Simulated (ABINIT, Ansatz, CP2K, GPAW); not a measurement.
# One structure in several programs: ScOF (P4/nmm, 6 atoms in the cell)

Self-consistent single point.

```xyz
6
Lattice="3.6275 0.0000 0.0000 0.0000 3.6275 0.0000 0.0000 0.0000 5.1722" Properties=species:S:1:pos:R:3 pbc="T T T"
Sc     1.8138     0.0000     3.6508
Sc     0.0000     1.8138     1.5214
O      0.0000     0.0000     2.5861
O      1.8138     1.8138     2.5861
F      1.8138     1.8138     0.0000
F      0.0000     0.0000     0.0000
```

Shared settings, as Ansatz (a quantum-chemistry and plane-wave program) writes them: kpoints.mp_grid.grid = 7 7 5; scf.occupations.method = fixed. Potentials and cutoffs stand in the table.

```
code                                                                         model  pressure (GPa)  largest force (eV/Å)  gap on the mesh (eV)       cutoff
------  --------------------------------------------------------------------------  --------------  --------------------  --------------------  -----------
ABINIT                          PBEsol, PAW (JTH v2.0 PBE PAW, files made for PBE)           -6.62                 0.076                 4.332        60 Ry
GPAW                         PBEsol, GPAW PAW datasets PBEsol (made by gpaw-setup)               –                 0.091                 4.334       900 eV
CP2K    PBEsol, GPW, DZVP-MOLOPT-SR-GTH basis, GTH-PBE potentials (GTH_POTENTIALS)           -5.63                 0.108                 4.353  grid 600 Ry
Ansatz                                             PBEsol, PAW files made with PBE           -6.86                 0.148                 4.347      default
```

A dash marks a value that a program does not give, or that is left out as unsure.

Gaps are read on the mesh.

The spread over the programs that give each value: pressure within 1.23 GPa; largest force within 0.072 eV/Å; gap on the mesh within 0.021 eV.

CP2K uses small atom-centred bases, whose incompleteness enters pressures, forces and empty levels differently from a plane-wave cutoff. Ansatz's pressure is given at a fixed set of plane waves, as the other plane-wave codes print theirs; with its correction for the finite basis it is -6.43 GPa (the shift of 0.43 GPa shows how far the cutoff is from converged). The pressure of GPAW is left out: its cutoff lies under the one at which its stress was checked. In the pressure, CP2K (by 1.11) lies more than 1 GPa from the median of the plane-wave programs.

The starting cell comes from a database of computed structures (which also holds hypothetical and non-ambient phases and stackings), without a prior relaxation at this level.

Keys are those of Ansatz 0.2.
